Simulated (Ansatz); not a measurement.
**Effect of isotropic strain +2.08 % on hypothetical cubic perovskite NaZnCl3**

Consider NaZnCl₃ in the cubic perovskite structure (space group Pm-3m, No. 221; a = 4.8590 Å; a hypothetical phase, not in the database extracts checked).

The change: the cell is scaled by 1.0208 in all directions; the atoms relax in the strained cell.

Method: r2SCAN/PAW in Ansatz (a quantum-chemistry and plane-wave program), no spin-orbit coupling. k-mesh 7×7×7 (Γ-centred); smearing 0.05 eV (Fermi–Dirac).

The volume per atom rises by 1.462 Å³, from 22.94 Å³ to 24.41 Å³ and the space group is still Pm-3m (No. 221). The energy rises by 11 meV/atom and the band gap falls by 0.21 eV to 2.13 eV. The gap character stays indirect, R → Γ and the smallest direct gap decreases by 0.254 eV (2.95 eV → 2.69 eV). The mean gap deformation potential ΔEg/Δln V is -3.3 eV and the width of the top valence band drops by 0.06 eV, from 0.70 eV to 0.64 eV. The electron mass becomes 0.25 mₑ (at Γ) (base: 0.27 mₑ (at Γ)).

Final structure:

```yaml
crystal:
  lattice:
    - [4.96002, 0.00000, 0.00000]
    - [0.00000, 4.96002, 0.00000]
    - [0.00000, 0.00000, 4.96002]
  atoms:
    - { symbol: Na, position: [0.00000, 0.00000, 0.00000] }
    - { symbol: Zn, position: [0.50000, 0.50000, 0.50000] }
    - { symbol: Cl, position: [0.00000, 0.50000, 0.50000] }
    - { symbol: Cl, position: [0.50000, 0.50000, 0.00000] }
    - { symbol: Cl, position: [0.50000, 0.00000, 0.50000] }
```

Effective masses come from finite differences of ±0.01 Å⁻¹. Whether these cells are dynamically stable was not tested. Many cubic perovskites are stable only at high temperature; tilts and polar distortions were not tested.
